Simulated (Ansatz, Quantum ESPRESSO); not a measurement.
# Code comparison for PdIn (Pm-3m, 2 atoms in the cell)

Self-consistent single point.

```xyz
2
Lattice="3.2500 0.0000 0.0000 0.0000 3.2500 0.0000 0.0000 0.0000 3.2500" Properties=species:S:1:pos:R:3 pbc="T T T"
In     1.6250     1.6250     1.6250
Pd     0.0000     0.0000     0.0000
```

Shared settings, as Ansatz (a program for electronic structure) writes them: kpoints.mp_grid.grid = 8 8 8; magnetization.spin_orbit = true; scf.occupations.method = fermi_dirac; scf.occupations.width = 0.0073 Ry. Potentials and cutoffs stand in the table.

| code | model | pressure (GPa) | cutoff |
|---|---|---|---|
| Quantum ESPRESSO | PBE, spin-orbit coupling, PseudoDojo fully relativistic norm-conserving (PBE) pseudopotentials | 6.71 | 85 Ry |
| Ansatz | PBE with spin-orbit coupling, default PAW files | 6.33 | 30.9 Ry |

The spread over the programs that give each value: pressure within 0.38 GPa.

Ansatz's pressure is given at a fixed set of plane waves, as the other plane-wave codes print theirs; with its correction for the finite basis it is 6.42 GPa.

The starting cell has typed, rounded lattice constants, without a prior relaxation at this level.

Left out of this page: ABINIT (failed or unconverged); Elk, FLEUR and SIESTA (not drawn, or without a comparable value).

Keys are those of Ansatz 0.2.
